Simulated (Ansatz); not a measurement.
```
CdTi2C
1.0
    3.06221     0.00000     0.00000
   -1.53110     2.65195     0.00000
    0.00000     0.00000    14.32513
Ti Cd C
4 2 2
Direct
  0.66667   0.33333   0.57832
  0.33333   0.66667   0.42168
  0.33333   0.66667   0.07832
  0.66667   0.33333   0.92168
  0.66667   0.33333   0.25000
  0.33333   0.66667   0.75000
  0.00000   0.00000   0.50000
  0.00000   0.00000   0.00000
```

Level of theory: PBEsol, DFPT electron-phonon coupling, linearised Boltzmann equation (plane waves, PAW, scalar-relativistic; Ansatz, a quantum-chemistry and plane-wave program). How the cell was made: relaxed with this functional, without spin-orbit coupling.

Q: Estimate the phonon-limited resistivity at 300 K, by direction if it differs.

A: 13.2 (x), 13.2 (y), 62 (z) μΩ·cm.

Q: How long is the mean free path there?

A: 8.7 (x), 8.7 (y), 7.6 (z) nm, weighted by the current that each state carries. Wires not much wider than this gain resistivity from their walls.

A metal at this level (no band gap). Only scattering by harmonic phonons is included (no impurities, grain boundaries, electron-electron scattering or thermal expansion). Spin-orbit coupling is left out. Halving the electron mesh (32x32x8) moves the resistivity by up to 12 % at 300 K, the mean free path by up to 9 %. Smearing 0.20 eV; phonons on a 5x5x1 q mesh, which this run doesn't test.

Computed structure with no diffraction record at hand here (it may be known, metastable or hypothetical): Ti2CdC (P6_3/mmc).
